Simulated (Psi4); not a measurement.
Psi4 1.11, WB97X/def2-tzvp: Si(H)(OH)(NH2)2 (N[SiH](N)O), 10 atoms. The geometry is a generated start, not checked to be a minimum at this level.

```
Item                                 Result
--------------------------  ---------------
task                                 energy
method                                wb97x
basis                             def2-tzvp
memory                                 3 GB
maxiter                                 100
keys of the molecule block      symmetry c1
scf_type                       df (default)
e_convergence               1e-06 (default)
d_convergence               1e-06 (default)
dft_radial_points              75 (default)
dft_spherical_points          302 (default)
basis functions                         166
grid points                          216234
```

```xyz
10

Si    -0.1195     0.1723    -0.3784
N     -0.3811    -1.5310    -0.2377
N      1.2994     0.7616     0.4213
O     -1.3892     0.9413     0.3112
H      0.0370     0.4922    -1.7906
H     -0.9114    -1.9833    -0.9643
H     -0.6855    -1.8825     0.6581
H      2.1855     0.4104     0.0929
H      1.2966     0.7373     1.4322
H     -1.3319     1.8817     0.4552
```

With the defaults (diis = true, scf_initial_accelerator = adiis, damping_percentage = 0, diis_max_vecs = 10, guess = auto, which took SAD, level_shift = 0, level_shift_cutoff = 0.01) it converges in 8 SCF iterations. One run each on 2 threads, with these changes:
- guess = sapgau
- guess = core
- guess = sap
- guess = huckel
- level_shift = 0.1, level_shift_cutoff = 0.001
- diis_max_vecs = 3
- diis_max_vecs = 6
- diis = false, scf_initial_accelerator = none, damping_percentage = 60
- level_shift = 0.5, level_shift_cutoff = 0.001

Name the settings that don't reach the solution of the defaults.

No convergence: diis = false, scf_initial_accelerator = none, damping_percentage = 60 (the run ends without SCF convergence in 100 iterations). The rest reach the solution of the defaults.

```
setting                                                                SCF iterations             end
---------------------------------------------------------------------  --------------  --------------
the defaults                                                                        8   same solution
level_shift = 0.5, level_shift_cutoff = 0.001                                       8   same solution
level_shift = 0.1, level_shift_cutoff = 0.001                                       8   same solution
diis_max_vecs = 6                                                                   8   same solution
guess = sapgau                                                                      9   same solution
guess = sap                                                                         9   same solution
guess = huckel                                                                      9   same solution
diis_max_vecs = 3                                                                  10   same solution
guess = core                                                                       15   same solution
diis = false, scf_initial_accelerator = none, damping_percentage = 60             100  no convergence
```
